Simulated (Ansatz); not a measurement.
Take Al2Pt (space group Fm-3m, No. 225; relaxed with 0.1 eV smearing) as the base.

```xyz
3
Lattice="0.0000 2.9733 2.9733 2.9733 0.0000 2.9733 2.9733 2.9733 0.0000" Properties=species:S:1:pos:R:3 pbc="T T T"
Al     1.4866     1.4866     1.4866
Al     4.4599     4.4599     4.4599
Pt     0.0000     0.0000     0.0000
```

Cartesian axes are those of the cell as printed.

Method: PBE (Ansatz, a quantum-chemistry and plane-wave program), spin-orbit coupling left out.

Modification: every lattice vector is shortened by 1.00 %, atoms relaxed at fixed cell.

Problem. Predict the stress tensor and what it implies for the stiffness.

Solution. Stress of the strained cell less that of the base (GPa, compression positive):
```
    4.2     0.0     0.0
    0.0     4.2     0.0
    0.0     0.0     4.2
```

Then B = −ΔP/(ΔV/V₀) with ΔV/V₀ = -0.0297 gives secant stiffness values (nonlinear terms included at this strain): B ≈ 140 GPa.

As a check, the harmonic strain energy −½ V₀ Δσ:ε is 6.8 meV/atom; the computed energy rise is 6.6 meV/atom.

No phonon test of stability was made. The final runs are not spin-polarised.
